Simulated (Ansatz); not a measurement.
## A computed series for MgS: pressure series

Start from MgS in the rock salt structure (space group Fm-3m, No. 225; a = 5.182 Å).

Cell and atoms are relaxed at each pressure.

Level of theory: PBEsol, PAW, 420 eV (Ansatz, a program for electronic structure; scalar-relativistic without spin-orbit coupling).

```json
[
 {"pressure (GPa)": "-2", "volume per atom (Å³/atom)": "17.870"},
 {"pressure (GPa)": "-1", "volume per atom (Å³/atom)": "17.623"},
 {"pressure (GPa)": "0", "volume per atom (Å³/atom)": "17.395"},
 {"pressure (GPa)": "0.3", "volume per atom (Å³/atom)": "17.328"},
 {"pressure (GPa)": "0.7", "volume per atom (Å³/atom)": "?"},
 {"pressure (GPa)": "3", "volume per atom (Å³/atom)": "16.783"},
 {"pressure (GPa)": "5", "volume per atom (Å³/atom)": "16.429"},
 {"pressure (GPa)": "7.5", "volume per atom (Å³/atom)": "16.033"},
 {"pressure (GPa)": "10", "volume per atom (Å³/atom)": "15.679"}
]
```

### Question
Fit the third-order Birch–Murnaghan form P(V) = (3B₀/2)[(V₀/V)^(7/3) − (V₀/V)^(5/3)]·[1 + (3/4)(B₀′ − 4)((V₀/V)^(2/3) − 1)] (squares taken in P) to the rows shown and predict the withheld row.

### Answer
Least squares on the printed values gives V₀ = 17.394 Å³/atom, B₀ = 78.1 GPa, B₀′ = 4.0; this predicts 17.241 Å³/atom, and the run gives 17.241 Å³/atom, in agreement.

Measured bulk modulus of MgS: 81 GPa (static lattice; corrected from measurement; as listed in Tamar Goldzak et al., The Journal of Chemical Physics (2022)); the computed value is 4 % below it.

Load acts through the strain it causes; cell and atoms are relaxed under it. No phonon test of stability was made. Competing high-pressure phases were not computed. The base started in P3_121 and relaxed to Fm-3m at this level.
